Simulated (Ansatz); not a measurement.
Start from W2N in the anti-CdI2 type structure (space group P-3m1, No. 164; a = 2.803 Å, c = 5.299 Å; a hypothetical phase, not in the database extracts checked; relaxed with 0.1 eV smearing). Axes: x lies along a and z along c of the hexagonal cell.

Calculations: Kohn–Sham DFT with the PBEsol functional, run in Ansatz (a first-principles code) with PAW and 420 eV plane waves, spin-orbit coupling left out.

Base values:

- Volume per atom: 12.02 Å³

Now apply this change: biaxial strain −1.17 %, plane normal [001], relaxed out of plane (Cartesian); in-plane vectors clamped, the third vector and the atoms free.

### Question
What happens to the volume per atom and in-plane stress?

### Answer
The volume per atom decreases by 0.13 Å³ (12.02 Å³ → 11.89 Å³); the mean in-plane stress (compression positive) amounts to +6.5 GPa.

No phonon test of stability was made. All final runs are without spin polarisation. An odd electron count without spin: W2N.
